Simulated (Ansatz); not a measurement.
The starting structures come from a database of crystals and need not be the phases stable at ambient conditions.

 Where the default PAW files enter, the runs use the earlier of Ansatz's two default sets.

Inside the gap of an insulator the Bloch states are evanescent, with a wavenumber k + iκ along the transport direction.

Consider the following.

```
CELL_PARAMETERS angstrom
      5.51417     0.00000     0.00000
      2.75709     4.86689     0.00000
      0.00000     0.00000     5.52497
ATOMIC_POSITIONS crystal
  Ga 0.64138 0.21725 0.74900
  Ga 0.14138 0.21725 0.25100
  H  0.87207 0.75586 0.97406
  H  0.37207 0.75586 0.02594
  H  0.03844 0.72510 0.71649
  H  0.23646 0.72510 0.28351
  H  0.53844 0.72510 0.28351
  H  0.73646 0.72510 0.71649
  N  0.84386 0.81227 0.79404
  N  0.34386 0.81227 0.20596
  F  0.90716 0.18568 0.50000
  F  0.40716 0.18568 0.50000
  F  0.87155 0.25691 0.00000
  F  0.37155 0.25691 0.00000
  F  0.45069 0.59862 0.71457
  F  0.95069 0.59862 0.28543
```

Space group of this cell: Aem2. The cell was relaxed by PBE-D3(BJ); by r2SCAN its mean pressure is -3.9 GPa.

Transport runs along the normal of the first two printed cell vectors.

No gap correction and no spin-orbit coupling; mid-gap values are interpolated between computed energies.

Task: Give the band gap and the smallest decay constant κ at mid-gap that r2SCAN run with Ansatz (a quantum-chemistry and plane-wave program) yields.

Result: Gap 6.08 eV on a 6×6×6 mesh; κ = 0.496 1/Å, at the zone centre.
